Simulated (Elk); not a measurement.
Elk run on ZrTaC2 (R-3m, 4 atoms in the cell): self-consistent single point.

Method of the run: Elk 10.2.4 with PBEsol, all-electron FP-LAPW, Elk's shipped species files, APW+lo basis with extra local orbitals.

```
ZrTaC2
1.0
    1.61627     0.93316     5.30647
   -1.61627     0.93316     5.30647
    0.00000    -1.86631     5.30647
Zr Ta C
1 1 2
Direct
  0.00000   0.00000   0.00000
  0.50000   0.50000   0.50000
  0.75473   0.75473   0.75473
  0.24527   0.24527   0.24527
```

Reference input (self-consistent single point, DFT, PBEsol, all-electron FP-LAPW, Elk's shipped species files, APW+lo basis with extra local orbitals): xctype = 22; rgkmax = 7.5; stype = 1; swidth = 0.00183747 Ha; ngridk = 6 6 6; gmaxvr = 16 1/bohr; nxlo = 2; lorbcnd = true; rmtscf = 0.86; lmaxi = 2. This run's input differs from it in these lines:

```diff
@@ -10,3 +10,3 @@
 gmaxvr
-  16.0
+  7.8
```

The program printed (abridged):

```
│ Self-consistent loop started │
│ Loop number : 1 │
 total energy                :     -19536.4216274
│ Loop number : 2 │
 total energy                :     -19268.7709107
RMS change in Kohn-Sham potential (target) :    2.304504646     (  0.1000000000E-05)
Absolute change in total energy (target)   :    267.6507167     (  0.1000000000E-03)
│ Loop number : 3 │
 total energy                :     -19275.7609353
RMS change in Kohn-Sham potential (target) :    2.292521619     (  0.1000000000E-05)
Absolute change in total energy (target)   :    59.92265455     (  0.1000000000E-03)
│ Loop number : 4 │
   [... lines left out ...]
Absolute change in total energy (target)   :    1393.336781     (  0.1000000000E-03)
│ Loop number : 198 │
 total energy                :     -17958.3559451
RMS change in Kohn-Sham potential (target) :    10.70509295     (  0.1000000000E-05)
Absolute change in total energy (target)   :    1875.243162     (  0.1000000000E-03)
│ Loop number : 199 │
 total energy                :     -20024.8215151
RMS change in Kohn-Sham potential (target) :    7.414775514     (  0.1000000000E-05)
Absolute change in total energy (target)   :    1597.654779     (  0.1000000000E-03)
│ Loop number : 200 │
Reached self-consistent loops maximum

Energies :
 Fermi                       :      15.9241465785
 total energy                :     -18093.9715803

Density of states at Fermi energy :    44.23767913
 (states/Hartree/unit cell)

Estimated indirect band gap :   0.3486854326E-02
 from k-point      8 to k-point     17
Estimated direct band gap   :   0.2642660064E-01
 at k-point     22

Charges :
 core                        :    78.00000000
 valence                     :    47.00000000
 interstitial                :    12.09588314
 muffin-tins (core leakage)
  species :    1 (Zr)
   atom    1                 :    36.82450366     (  0.5848344166E-01)
  species :    2 (Ta)
   atom    1                 :    67.26090471     (  0.1155876482E-03)
  species :    3 (C)
   atom    1                 :    4.409354244     (  0.2717465879E-03)
   atom    2                 :    4.409354244     (  0.2717465879E-03)
 total in muffin-tins        :    112.9041169
 total calculated charge     :    124.9497941
 total charge                :    125.0000000
 error                       :   0.5020589779E-01

│ Self-consistent loop stopped │
```

The run ended unconverged after 200 iterations. 

The starting cell comes from a database of computed structures (which also holds hypothetical and non-ambient phases and stackings), without a prior relaxation at this level. Spin-orbit coupling is off. Values depend on the basis (sphere radii, cutoffs, local orbitals), which need not be converged. The integrated charge misses the electron count noticeably, a sign of a weak basis or grid.

These are the values that this program gave, and no reference: the integrated charge misses the electron count noticeably.

Cost on one core of a shared machine: roughly 9 min.
